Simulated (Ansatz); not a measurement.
**Response to strain in TiAl**

Start from TiAl (space group P4/mmm, No. 123; a = 2.813 Å, c = 4.062 Å; relaxed with 0.1 eV smearing). Axes: x, y, z lie along a, b, c of the conventional cell.

Strains are applied to the cell and any free atomic positions relax; under biaxial strain the out-of-plane vector relaxes too.

All numbers come from plane-wave PAW DFT at the r2SCAN level (Ansatz, a program for electronic structure, 500 eV), no SOC.

Notes on the quantities. in-plane stress: mean in-plane stress (compression positive).

| change | out-of-plane strain | in-plane stress |
|---|---|---|
| biaxial strain +0.50 %, plane normal [001], relaxed out of plane | -0.48 % | -0.9 GPa |
| biaxial strain +1.00 %, plane normal [001], relaxed out of plane | -0.97 % | -1.8 GPa |
| biaxial strain +1.50 %, plane normal [001], relaxed out of plane | -1.48 % | -2.6 GPa |
| biaxial strain +2.00 %, plane normal [001], relaxed out of plane | -2.02 % | -3.4 GPa |
| biaxial strain +2.50 %, plane normal [001], relaxed out of plane | -2.59 % | -4.1 GPa |
| biaxial strain +3.00 %, plane normal [001], relaxed out of plane | -3.20 % | -4.7 GPa |

Whether these cells are dynamically stable was not tested. The final runs are not spin-polarised.
